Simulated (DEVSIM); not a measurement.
Device: Al0.3Ga0.7As/GaAs p-n heterojunction, at 400 K.

```tsv
layer (left to right)	material	thickness (μm)	Nd (cm⁻³)	Na (cm⁻³)	τn (s)	τp (s)
1	Al0.3Ga0.7As	0.160	-	5.7e16	6.3e-10	6.3e-10
2	GaAs	0.290	6.5e15	-	6.3e-10	6.3e-10
```

Left contact: ohmic. Right contact: ohmic. Voltage is applied to the left contact. Recombination: SRH at mid-gap, Auger. Mobility is constant in doping. Where it depends on doping, it is μmin + (μ − μmin)/(1 + (N/Nref)^α).

Constants are typed, rounded textbook-type inputs, not results; the design itself was drawn at random and stands for no fabricated device. Values at 300 K; Nc and Nv go as T^1.5, mobilities as T to minus their exponent, the gap by Varshni's rule with the affinity fixed. The table also holds parameters that only a changed run uses.

```
parameter         Al0.3Ga0.7As      GaAs
----------------  ------------  --------
gap (eV)                1.7981     1.424
affinity (eV)            3.833      4.07
permittivity             12.05      12.9
Nc (cm⁻³)              6.96e17    4.7e17
Nv (cm⁻³)                 9e18      9e18
μn (cm²/Vs)               3880      8500
μp (cm²/Vs)                197       400
μn,min                     500       500
μp,min                      20        20
Nref,n                    6e16      6e16
Nref,p                  1.5e17    1.5e17
αn                        0.39      0.39
αp                        0.38      0.38
T exponent of μn           2.1       2.1
T exponent of μp           2.2       2.2
Cn (cm⁶/s)               1e-30     1e-30
Cp (cm⁶/s)               1e-30     1e-30
Varshni α (eV/K)      0.000541  0.000541
Varshni β (K)              204       204
```

DEVSIM, 1D drift-diffusion, Boltzmann statistics, complete ionisation; no tunnelling, impact ionisation, image-force lowering or self-heating. Band offsets follow the typed affinities; no thermionic-emission limit at abrupt steps, no polarisation charge.

Base results: dark forward voltage at 100 A/cm² (V) 0.907; largest field in the device at zero bias (V/cm) 51000; potential step across the device at zero bias (V) 1.163; dark forward voltage at 1 A/cm² (V) 0.705.

Question: What follows from this one change: doping Nd of layer 2 6.5e+15 → 2e+17 cm^-3?

Answer: dark forward voltage at 100 A/cm² 0.907 → 1.048 V; largest field in the device at zero bias 51000 → 130000 V/cm; potential step across the device at zero bias 1.163 → 1.281 V; dark forward voltage at 1 A/cm² 0.705 → 0.874 V.

Question: What follows from this one change: thickness of layer 2 0.29 → 0.49 μm?

Answer: dark forward voltage at 100 A/cm² 0.907 → 0.936 V; largest field in the device at zero bias 51000 → 48000 V/cm; potential step across the device at zero bias little changed (1.163 V); dark forward voltage at 1 A/cm² 0.705 → 0.738 V.

Question: What follows from this one change: doping Na of layer 1 5.7e+16 → 5.7e+15 cm^-3?

Answer: dark forward voltage at 100 A/cm² 0.907 → 0.994 V; largest field in the device at zero bias 51000 → 36000 V/cm; potential step across the device at zero bias 1.163 → 1.083 V; dark forward voltage at 1 A/cm² 0.705 → 0.726 V.

Question: What follows from this one change: doping-dependent mobility in place of the constant one?

Answer: dark forward voltage at 100 A/cm² 0.907 → 0.920 V; largest field in the device at zero bias little changed (51000 V/cm); potential step across the device at zero bias little changed (1.163 V); dark forward voltage at 1 A/cm² 0.705 → 0.713 V.
